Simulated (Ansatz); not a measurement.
Take Rh in the fcc (Cu type) structure (space group Fm-3m, No. 225; a = 3.782 Å; relaxed with 0.1 eV smearing) as the base. Axes: x, y, z lie along the cube axes.

Calculations: PBEsol (Ansatz, a program for electronic structure; PAW; 420 eV plane waves; no spin-orbit coupling).

Base values:

```
Item                             Result
-----------------------------  --------
Shortest interatomic distance  267.4 pm
```

Modification: the symmetric strain tensor [-0.0003 -0.0019 0.0099; -0.0019 0.0005 0.0060; 0.0099 0.0060 0.0114]; the atoms relax in the strained cell.

### Question
What does the calculation give for the stress after the change?

### Answer
The stress (xx, yy, zz, yz, xz, xy; compression positive) amounts to (-2.0, -2.3, -4.9, -2.3, -3.9, 0.8) GPa.

### Question
Estimate the effect on the shortest interatomic distance.

### Answer
The shortest interatomic distance drops by 1.2 pm (267.4 pm → 266.2 pm).

### Question
What does the calculation give for the energy relative to the base after the change?

### Answer
The energy rises by 7.0 meV/atom.

Stability against distortions was not tested. All final runs are without spin polarisation.
